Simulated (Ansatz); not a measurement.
## Pressure series in AgRhO2

Consider AgRhO₂ (space group R-3m, No. 166; a = 3.053 Å, c = 18.577 Å (hexagonal axes); a cell from a computed database, its experimental status unchecked).

Cell and atoms are relaxed at each pressure.

Level of theory: Ansatz (a quantum-chemistry and plane-wave program) PBEsol, spin-orbit coupling left out.

Notes on the quantities. enthalpy: H = E + PV relative to the base's energy.

```
case               band gap  width of the top valence band  shortest interatomic distance       enthalpy
-----------------  --------  -----------------------------  -----------------------------  -------------
base                0.43 eV                        1.07 eV                     3.831 bohr              –
pressure −2 GPa     0.42 eV                        1.02 eV                     3.843 bohr  -0.16 eV/atom
pressure −1 GPa     0.42 eV                        1.05 eV                     3.837 bohr  -0.08 eV/atom
pressure 0.9 GPa    0.43 eV                        1.10 eV                     3.826 bohr  +0.07 eV/atom
pressure 2.1 GPa    0.44 eV                        1.13 eV                     3.820 bohr  +0.16 eV/atom
pressure 4.5 GPa    0.45 eV                        1.19 eV                     3.807 bohr  +0.35 eV/atom
pressure 9 GPa      0.47 eV                        1.31 eV                     3.786 bohr  +0.68 eV/atom
pressure 15 GPa     0.49 eV                        1.47 eV                     3.762 bohr  +1.12 eV/atom
pressure 22.5 GPa   0.51 eV                        1.68 eV                     3.736 bohr  +1.66 eV/atom
pressure 30 GPa     0.53 eV                        1.90 eV                     3.714 bohr  +2.17 eV/atom
```

Load acts through the strain it causes; cell and atoms are relaxed under it. Whether these cells are dynamically stable was not tested. No other phases were tried under pressure.
